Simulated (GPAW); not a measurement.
Checking a run of GPAW on Cs2ScCuCl6 (Fm-3m, 10 atoms in the cell). The aim is a self-consistent single point with DFT PBEsol, plane waves, GPAW PAW datasets PBEsol (made by gpaw-setup).

Input:

```python
from ase import Atoms
from ase.units import GPa
from gpaw import GPAW, PW, FermiDirac

atoms = Atoms(['Cs', 'Cs', 'Sc', 'Cu', 'Cl', 'Cl', 'Cl', 'Cl', 'Cl', 'Cl'],
              cell=[[0.000000, 5.151230, 5.151230],
                    [5.151230, 0.000000, 5.151230],
                    [5.151230, 5.151230, 0.000000]],
              positions=[[7.726845, 7.726845, 7.726845],
                         [2.575615, 2.575615, 2.575615],
                         [0.000000, 0.000000, 0.000000],
                         [5.151230, 5.151230, 5.151230],
                         [2.529769, 5.151230, 5.151230],
                         [7.772691, 5.151230, 5.151230],
                         [5.151230, 2.529769, 5.151230],
                         [5.151230, 7.772691, 5.151230],
                         [5.151230, 5.151230, 2.529769],
                         [5.151230, 5.151230, 7.772691]],
              pbc=True)

calc = GPAW(mode=PW(850),
            xc='PBEsol',
            kpts=(3, 3, 3),
            occupations=FermiDirac(0.5),
            nbands=-6,
            convergence={'density': 1e-05, 'bands': -4},
            symmetry={'symmorphic': False, 'tolerance': 0.0005},
            maxiter=150,
            txt='-')

atoms.calc = calc

energy = atoms.get_potential_energy()
print('Energy (eV):', round(energy, 6))
forces = atoms.get_forces()
print('Forces (eV/Ang):')
print(forces.round(5))
stress = atoms.get_stress()
print('Stress (GPa, Voigt):', (stress / GPa).round(4))
```

Output (repeated stretches shortened):

```
Input parameters:
  convergence: {bands: -4,
                density: 1e-05}
  kpts: [3 3 3]
  maxiter: 150
  mode: {ecut: 850.0,
         name: pw}
  nbands: -6
  occupations: {fixmagmom: False,
                name: fermi-dirac,
                width: 0.5}
  symmetry: {symmorphic: False,
   [... lines left out ...]

Positions:
   0 Cs     7.726845    7.726845    7.726845    ( 0.0000,  0.0000,  0.0000)
   1 Cs     2.575615    2.575615    2.575615    ( 0.0000,  0.0000,  0.0000)
   2 Sc     0.000000    0.000000    0.000000    ( 0.0000,  0.0000,  0.0000)
   3 Cu     5.151230    5.151230    5.151230    ( 0.0000,  0.0000,  0.0000)
   4 Cl     2.529769    5.151230    5.151230    ( 0.0000,  0.0000,  0.0000)
   5 Cl     7.772691    5.151230    5.151230    ( 0.0000,  0.0000,  0.0000)
   6 Cl     5.151230    2.529769    5.151230    ( 0.0000,  0.0000,  0.0000)
   7 Cl     5.151230    7.772691    5.151230    ( 0.0000,  0.0000,  0.0000)
   8 Cl     5.151230    5.151230    2.529769    ( 0.0000,  0.0000,  0.0000)
   9 Cl     5.151230    5.151230    7.772691    ( 0.0000,  0.0000,  0.0000)

Unit cell:
           periodic     x           y           z      points  spacing
  1. axis:    yes    0.000000    5.151230    5.151230    49     0.1214
  2. axis:    yes    5.151230    0.000000    5.151230    49     0.1214
  3. axis:    yes    5.151230    5.151230    0.000000    49     0.1214

  Lengths:   7.284939   7.284939   7.284939
  Angles:   60.000000  60.000000  60.000000

Effective grid spacing dv^(1/3) = 0.1325
     iter     time        total  log10-change:
                         energy   eigst   dens
iter:   1 --:--:--   -40.994901   +0.38
iter:   2 --:--:--   -41.025558   -0.24  -1.34
iter:   3 --:--:--   -40.870580   -0.64  -1.40
iter:   4 --:--:--   -40.402006   -1.04  -1.44
iter:   5 --:--:--   -40.227192   -1.62  -1.70
   [... 7 lines left out ...]
iter:  13 --:--:--   -40.448329   -2.70  -2.27
iter:  14 --:--:--   -40.336930   -2.74  -2.64
iter:  15 --:--:--   -40.301820   -3.15  -2.89
iter:  16 --:--:--   -40.292626   -3.50  -2.97
iter:  17 --:--:--   -40.277620c  -3.77  -3.04
   [... lines left out ...]
iter:  20 --:--:--   -40.274388c  -4.70  -3.55
iter:  21 --:--:--   -40.274522c  -5.34  -3.64
iter:  22 --:--:--   -40.276038c  -5.89  -3.77
iter:  23 --:--:--   -40.275640c  -6.29  -3.83
iter:  24 --:--:--   -40.274820c  -6.44  -3.90
iter:  25 --:--:--   -40.277539c  -6.00  -4.04
iter:  26 --:--:--   -40.277513c  -7.09  -4.45
iter:  27 --:--:--   -40.277424c  -7.41c -4.51
iter:  28 --:--:--   -40.277209c  -7.77c -4.69
iter:  29 --:--:--   -40.277174c  -8.24c -4.78
iter:  30 --:--:--   -40.276798c  -7.38  -4.79
iter:  31 --:--:--   -40.276734c  -8.27c -5.06c
Converged after 31 iterations.

Dipole moment: (-0.000000, 0.000000, 0.000000) |e|*Ang

Energy contributions relative to reference atoms: (reference = -564395.340158)

Kinetic:        +21.375323
Potential:      -26.153586
External:        +0.000000
XC:             -35.371231
Entropy (-ST):   -1.337064
Local:           +0.541292
SIC:             +0.000000
--------------------------
Free energy:    -40.945266
Extrapolated:   -40.276734

Showing only first 2 kpts
 Kpt  Band  Eigenvalues  Occupancy
  0    39      2.71553    1.93446
  0    40      2.71553    1.93446
  0    41      5.90971    0.09454
  0    42      5.90971    0.09454

  1    39      2.71077    1.93506
  1    40      2.88111    1.90989
  1    41      5.96588    0.08492
  1    42      6.10138    0.06542

   [... lines left out ...]
Fermi level: 4.40799
Gap: 3.017 eV
Direct gap: 3.050 eV
   [... lines left out ...]
  5 Cl   -0.17025    0.00000   -0.00000
  6 Cl    0.00000    0.17025   -0.00000
  7 Cl   -0.00000   -0.17025    0.00000
  8 Cl    0.00000    0.00000    0.17025
  9 Cl    0.00000    0.00000   -0.17025

Stress tensor:
     0.011581     0.000000     0.000000
     0.000000     0.011581    -0.000000
     0.000000    -0.000000     0.011581
Stress (GPa, Voigt): [ 1.8554  1.8554  1.8554 -0.      0.      0.    ]
```

Problem. Is anything amiss in this input, and did it matter?

Solution. The run is not sound. The fault is a smearing width that is far too large. A width of many tenths of an electronvolt moves electrons far across the Fermi level or the gap, and the free energy and its derivatives carry a large smearing term. To fix it, use a width small against the gap or band features. The run converged in 31 iterations without an error; against the sound input the free energy drops by 43.6 meV/atom, the pressure goes from -2.32 to -1.86 GPa, the largest force goes from 0.020 to 0.170 eV/Å and the gap on the mesh goes from 1.973 to 3.017 eV.

The sound input it was made from differs as follows (other fixes are possible):
```diff
-from gpaw import GPAW, PW, FermiDirac
+from gpaw import GPAW, PW
-            occupations=FermiDirac(0.5),
+            occupations={'name': 'fixed-uniform'},
```

With that input, the run converged in 29 iterations: free energy E − TS (from the program's reference atoms) -40.5094 eV; top of the valence band (on the code's own zero) 3.60 eV; gap on the k-point mesh 1.97 eV; pressure -2.32 GPa; largest force (vector length) 0.020 eV/Å (DFT PBEsol, plane waves, GPAW PAW datasets PBEsol (made by gpaw-setup)).

On the sound input: the starting cell comes from a database of computed structures (which also holds hypothetical and non-ambient phases and stackings), without a prior relaxation at this level.
